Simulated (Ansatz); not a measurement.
The reference is MoSi₂ (space group I4/mmm, No. 139; a = 3.190 Å, c = 7.821 Å).

Computed with Kohn–Sham DFT with the PBEsol functional, run in Ansatz (an electronic-structure program) with PAW and 420 eV plane waves, no SOC.

For the base:

```
Quantity               Value
-------------------  -------
Lattice parameter a  3.190 Å
```

One thing is altered: Ge takes the place of Si on all its sites, then cell and atoms are relaxed.

Tabulated Pauling electronegativity and covalent radius: Si 1.90, 1.11 Å; Ge 2.01, 1.20 Å.

Question: Predict the new lattice parameter a.

Answer: The lattice parameter a rises by 0.107 Å (3.190 Å → 3.297 Å).

No phonon test of stability was made. For MoGe2 in this form, whether it has been made was not checked. All final runs are without spin polarisation.
